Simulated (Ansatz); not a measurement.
Data:

```
GaS
1.0
    1.77889     1.02705     7.25920
   -1.77889     1.02705     7.25920
    0.00000    -2.05409     7.25920
Ga S
2 2
Direct
  0.94495   0.94495   0.94495
  0.05505   0.05505   0.05505
  0.22918   0.22918   0.22918
  0.77082   0.77082   0.77082
```

These are PBEsol+D3BJ with spin-orbit coupling, rigid bands (plane waves, PAW; Ansatz, an electronic-structure program) values and carry that method's errors. Condition of this run: uniaxial stress zz = 2 GPa (compression positive) (the target of the relaxation). Cell: cell and atoms relaxed with PBEsol+d3bj, then loaded as said.

Q: Predict the hole conductivity mass (n e² τ/σ) at 300 K, by direction if it differs.

A: 1.41 (x), 1.41 (y), 0.142 (z) mₑ.

Q: Predict the electron conductivity mass (n e² τ/σ) at 300 K, by direction if it differs.

A: 0.48 (x), 0.48 (y), 0.33 (z) mₑ.

Q: And the band gap?

A: 1.07 eV at this level; semilocal functionals usually fall short of the measured gap.

Rigid bands, one relaxation time for all states, no polarons. Geometry: cell and atoms relaxed with PBEsol+D3(BJ).

Computed structure with no diffraction record at hand here (it may be known, metastable or hypothetical): GaS under load (space group R-3m). PBEsol with a dispersion correction tends to overbind, so the cell can be several per cent short, in bad cases over ten, which usually narrows a gap: GaS under load (space group R-3m).
